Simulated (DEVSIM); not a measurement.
**abrupt Si n-p junction**

System: abrupt Si n-p junction, at 400 K.

```tsv
layer (left to right)	material	thickness (μm)	Nd (cm⁻³)	Na (cm⁻³)	τn (s)	τp (s)
1	Si	0.370	1.2e16	-	0.00061	0.00061
2	Si	66.0	-	1.2e15	0.00061	0.00061
```

Left contact: ohmic. Right contact: ohmic. Voltage is applied to the left contact. Recombination: SRH at mid-gap. Mobility is μmin + (μ − μmin)/(1 + (N/Nref)^α).

This is a model device: material constants are rounded textbook-type values typed into the input, and sizes, dopings and lifetimes were drawn at random. Values at 300 K; Nc and Nv go as T^1.5, mobilities as T to minus their exponent, the gap by Varshni's rule with the affinity fixed.

| parameter | Si |
|---|---|
| gap (eV) | 1.124 |
| affinity (eV) | 4.05 |
| permittivity | 11.7 |
| Nc (cm⁻³) | 2.86e19 |
| Nv (cm⁻³) | 3.1e19 |
| μn (cm²/Vs) | 1417 |
| μp (cm²/Vs) | 470 |
| μn,min | 52 |
| μp,min | 45 |
| Nref,n | 9.7e16 |
| Nref,p | 2.2e17 |
| αn | 0.68 |
| αp | 0.72 |
| T exponent of μn | 2.3 |
| T exponent of μp | 2.2 |
| Varshni α (eV/K) | 0.000473 |
| Varshni β (K) | 636 |

DEVSIM, 1D drift-diffusion, Boltzmann statistics, complete ionisation; no tunnelling, impact ionisation, image-force lowering or self-heating.

```yaml
potential_step_across_the_device_at_zero_bias: 0.448 V
largest_field_in_the_device_at_zero_bias: 12000 V/cm
Dark forward voltage at 1 A/cm²: 0.398 V
```

Dark forward current:

```tsv
V (V)	J (A/cm²)
-0.05	-0.00040
-0.10	-0.0021
-0.15	-0.0089
-0.20	-0.035
-0.30	-0.29
-0.35	-0.59
-0.40	-1.0
-0.45	-1.6
-0.50	-2.3
-0.55	-3.2
-0.60	-4.3
-0.70	-6.9
-0.75	-8.5
-0.80	-10
-0.85	-12
-0.90	-14
-0.95	-17
-1.05	-22
-1.10	-25
-1.15	-28
-1.20	-31
-1.25	-34
-1.30	-38
-1.35	-42
-1.45	-50
-1.50	-54
-1.55	-59
-1.60	-63
```

Dark reverse current:

| V (V) | J (A/cm²) |
|---|---|
| 0.20 | 0.00013 |
| 0.50 | 0.00014 |
| 1.00 | 0.00015 |
| 1.50 | 0.00016 |
| 2.00 | 0.00017 |
| 3.00 | 0.00020 |
| 4.00 | 0.00022 |
